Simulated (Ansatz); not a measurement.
We consider CsCl-type NiAl, described by r²SCAN in Ansatz (plane waves, PAW).

Run with plane-wave cutoff 600 eV, 22×22×22 k mesh, Fermi–Dirac smearing 0.074 eV (set by the program), no spin polarisation, scalar-relativistic PAW data made under PBE.

Computed at the level's own relaxed cell.

Hill averages of the elastic tensor: K = 176.3 GPa, G = 85.1 GPa. Volume 11.738 Å³/atom, mean atomic mass 42.837 u.

Work out the density, the sound velocities of a polycrystal and the elastic Debye temperature, and Pugh's ratio at this level.

ρ = 1.66054 × 42.837/11.738 = 6.060 g/cm³. v_l = √[(K + 4G/3)/ρ] = 6.915 km/s and v_t = √(G/ρ) = 3.747 km/s. The mean follows from 3/v_m³ = 1/v_l³ + 2/v_t³: v_m = 4.181 km/s. Θ_D = (ħ/k_B) v_m (6π²/V)^(1/3) = 76.38 K Å s/km × 4.181 × 1.7151 Å⁻¹ = 548 K, counting all atoms of the cell. K/G = 2.07, to be set beside Pugh's rough bound of 1.75 between brittle and ductile metals.

Ansatz is a quantum-chemistry and plane-wave program.
